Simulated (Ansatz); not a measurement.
Reference: BP (F-43m), PBEsol with spin-orbit coupling, rigid bands (plane waves, PAW; Ansatz, a program for electronic structure); axes and stresses refer to this cell.

```
BP
1.0
    0.00000     2.26008     2.26008
    2.26008     0.00000     2.26008
    2.26008     2.26008     0.00000
B P
1 1
Direct
  0.00000   0.00000   0.00000
  0.25000   0.25000   0.25000
```

The electron conductivity mass is 0.33 mₑ, the Seebeck coefficient, p-type 1e19 cm⁻³ is 326 μV/K and the band gap is 1.10 eV.

Question: Change: uniaxial stress along [110] of 1 GPa (compression positive). What happens to electron conductivity mass, Seebeck coefficient, p-type 1e19 cm⁻³, band gap?

Answer: electron conductivity mass moves little, to 0.33 mₑ; Seebeck coefficient, p-type 1e19 cm⁻³ moves little, to 321 μV/K; band gap moves little, to 1.08 eV.

Question: Change: uniaxial stress along [110] of 2 GPa (compression positive). What happens to electron conductivity mass, Seebeck coefficient, p-type 1e19 cm⁻³, band gap?

Answer: electron conductivity mass moves little, to 0.33 mₑ; Seebeck coefficient, p-type 1e19 cm⁻³ drops to 306 μV/K; band gap shrinks to 1.05 eV.

Masses are for dilute carriers at 300 K, harmonic means over directions unless an axis is named. Seebeck coefficients are for the stated density at 300 K, with one relaxation time for all states and whether or not that doping can be reached. Stresses and pressures are the targets of the relaxation.  The structure type is held under load, also where the real crystal would transform.
